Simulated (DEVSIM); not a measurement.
Structure: Ru/SiO2/p-InP capacitor, at 400 K.

Layer 1 from the left is SiO2, thickness (nm) 6.50. Layer 2 from the left is InP, thickness (nm) 8400, Na (cm⁻³) 5.5e14.

Metal gate on the left, work function 4.7 eV. Fixed charge at the semiconductor interface 0 cm⁻² (in units of +e); no interface traps.

Constants are typed, rounded textbook-type inputs, not results; the design itself was drawn at random and stands for no fabricated device. Values at 300 K; Nc and Nv go as T^1.5, mobilities as T to minus their exponent, the gap by Varshni's rule with the affinity fixed.

SiO2: gap (eV) 9, affinity (eV) 0.9, permittivity 3.9. InP: gap (eV) 1.344, affinity (eV) 4.38, permittivity 12.5, Nc (cm⁻³) 5.7e17, Nv (cm⁻³) 1.1e19, Varshni α (eV/K) 0.000363, Varshni β (K) 162.

Estimate by hand the flat-band voltage, the threshold voltage, and compare with a numerical solution.


- Flat-band voltage: C = 0.531 μF/cm², work-function difference -0.635 V; VFB = φms − qNf/C = -0.64 V; numerical -0.64 V.
- Threshold voltage: φF = 0.350 V, depletion charge √(4εqNφF) = 1.17e-8 C/cm²; VT = VFB + 2φF + Qd/C = 0.09 V; numerical 0.09 V.

Model (solved in DEVSIM): 1D Poisson equation in equilibrium, Boltzmann statistics, complete ionisation; no quantum confinement or tunnelling. Metal contacts follow the ideal Schottky-Mott rule: no Fermi-level pinning, no interface dipoles.
